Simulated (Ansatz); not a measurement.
# Pressure series in Bi2Se3

The reference is Bi2Se3 in the Bi2Te3 type structure (space group R-3m, No. 166; a = 4.145 Å, c = 29.266 Å (hexagonal axes)).

Cell and atoms are relaxed at each pressure.

Method: r2SCAN+rVV10 (Ansatz, a first-principles code, PAW, no spin-orbit coupling).

```tsv
pressure (GPa)	volume per atom (Å³/atom)
0	29.024
0.3	28.779
0.7	28.458
1.5	?
3	27.120
5	26.268
7.5	25.407
10	24.689
```

### Question
Fit the third-order Birch–Murnaghan form P(V) = (3B₀/2)[(V₀/V)^(7/3) − (V₀/V)^(5/3)]·[1 + (3/4)(B₀′ − 4)((V₀/V)^(2/3) − 1)] (squares taken in P) to the rows shown and predict the withheld row.

### Answer
Least squares on the printed values gives V₀ = 29.009 Å³/atom, B₀ = 35.4 GPa, B₀′ = 7.2; this predicts 27.952 Å³/atom, and the run gives 27.925 Å³/atom, 0.027 lower.

Load acts through the strain it causes; cell and atoms are relaxed under it. No phonon test of stability was made. Competing high-pressure phases were not computed.
